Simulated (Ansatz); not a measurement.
Cost and result by functional for the adsorption energy of H on the 1x1 (110) surface of bcc Mo, one in a 2x2 cell, started at the site 'hollow Mo-Mo-Mo', in Ansatz (plane waves, PAW). Single points on the PBE structure, on one kind of machine; costs are rough ratios of the slab run's core time (references not counted) to the cheapest single point. r2SCAN's cost holds its higher cutoff (500 against 420 eV). Differences are taken against r2SCAN for comparison alone: no measured value is at hand, so the table doesn't rank accuracy.

Model: 17-atom slab, 6.5 Å thick at the start under the adsorbate (thin: gaps and levels are the slab's own), 6x6x1 mesh, Fermi-Dirac 0.1 eV, dipole correction, 8 atoms held, the rest relaxed; start symmetry kept, larger cells not searched; no spin, no spin-orbit, no U, no dispersion correction. At the end it is bonded to 3 Mo. In PBE it is, or lies within 0.03 eV of, the lowest of the starts that converged. These notes are the PBE run's. Adsorption energies are against ½ H2(g). A negative adsorption energy means that the adsorbate is more stable on the surface than in its reference.

```json
[
 {"functional": "RPBE", "relative cost": "1", "adsorption energy (eV)": "-0.62", "less r2SCAN (eV)": "0.20"},
 {"functional": "r2SCAN", "relative cost": "2", "adsorption energy (eV)": "-0.82", "less r2SCAN (eV)": "0.00"},
 {"functional": "PBE (the relaxed run's value)", "relative cost": "–", "adsorption energy (eV)": "-0.75", "less r2SCAN (eV)": "0.07"}
]
```

The values span 0.20 eV, while the single points' costs differ by a factor of roughly 2. Differences are of unrounded values.

Ansatz is a program for electronic structure.
